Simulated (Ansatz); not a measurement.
System: Zn-vacancy pair (Zn on one host Mo site, one Mo site vacant) in bcc Mo (neutral cell). Computed with PBE, PAW (plane waves to 420 eV; Ansatz, a program for electronic structure).

Cell of 36 host sites held at the relaxed PBE lattice; a 2×2×3 k-point mesh shifted by half a step; Fermi-Dirac width 0.10 eV, spin-restricted; finite-size errors left in. Static, classical nuclei. Forms of the defect that were not tried may lie lower.

Barriers: single points on a 3×3×5 k-point mesh shifted by half a step at the bands' geometries.

The step: the Zn atom itself jumps into the vacancy (Zn-vacancy distance between ideal sites 2.74 Å throughout); the atom moves 2.30 Å along (0.42, 0.42, 0.42) of the unit cell; the moving atom starts with neighbours 2 Mo at 2.72, Mo at 2.74, 2 Mo at 2.81, Mo at 2.82, Mo at 2.97, 2 Mo at 3.00, Mo at 3.03, 2 Mo at 3.26, Mo at 3.30 Å and ends with 2 Mo at 2.72, Mo at 2.74, 2 Mo at 2.81, Mo at 2.82, Mo at 2.97, 2 Mo at 3.00, Mo at 3.03, 2 Mo at 3.26, Mo at 3.30 Å.

What migration barrier of this step does PBE, PAW give?

0.35 eV, the same both ways. At the saddle the moving atom has neighbours 4 Mo at 2.67, 2 Mo at 2.69, 4 Mo at 3.40, 2 Mo at 3.41 Å. The saddle point's order was not checked, and it lies on a symmetry element of the cell, where a band can be held.
